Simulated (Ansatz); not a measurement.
# ZrOs (Pm-3m): band-structure transport figures

Given:

```xyz
2
Lattice="3.2454 0.0000 0.0000 0.0000 3.2454 0.0000 0.0000 0.0000 3.2454" Properties=species:S:1:pos:R:3 pbc="T T T"
Zr     1.6227     1.6227     1.6227
Os     0.0000     0.0000     0.0000
```

Level of theory: PBEsol, rigid bands (plane waves, PAW, scalar-relativistic; Ansatz, a first-principles code). Geometry: cell and atoms relaxed with PBEsol.

```json
{
  "density of states at the Fermi level": "0.424 states/(eV·cell), both spins",
  "bare Sommerfeld coefficient": "0.50 mJ/(mol of atoms·K²)",
  "drude_plasma_energy": "5.2 eV",
  "root-mean-square Fermi velocity": "9.2e5 m/s",
  "resistivity times τ": "18.0 ×10⁻²² Ω·m·s"
}
```

A metal at this level (no band gap); rigid bands, thermally averaged at 300 K, both spins. Spin-orbit coupling is left out, which matters with elements this heavy. τ is one relaxation time for all states.

Formula and space group known from diffraction (Crystallography Open Database), not checked to be the room-temperature form: ZrOs (Pm-3m).
